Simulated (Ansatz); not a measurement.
## WC: pressure series

The parent structure is WC (space group P-6m2, No. 187; a = 2.912 Å, c = 2.836 Å).

Cell and atoms are relaxed at each pressure.

All numbers come from r2SCAN (Ansatz, a program for electronic structure, PAW, spin-orbit coupling left out).

```
P (GPa)  V (Å³/atom)
-------  -----------
-2.00         10.468
-1.00         10.441
0.90          10.392
2.10          10.361
4.50          10.302
8.99          10.194
15.01         10.059
22.49          9.902
29.99          9.757
```

Task: Fit a third-order Birch–Murnaghan equation of state.

Result: Least squares on P(V) = (3B₀/2)[(V₀/V)^(7/3) − (V₀/V)^(5/3)]·[1 + (3/4)(B₀′ − 4)((V₀/V)^(2/3) − 1)] gives V₀ = 10.42 Å³/atom, B₀ = 401 GPa and B₀′ = 4.2.

Load acts through the strain it causes; cell and atoms are relaxed under it. Stability against distortions was not tested. Competing high-pressure phases were not computed. The final runs are not spin-polarised.
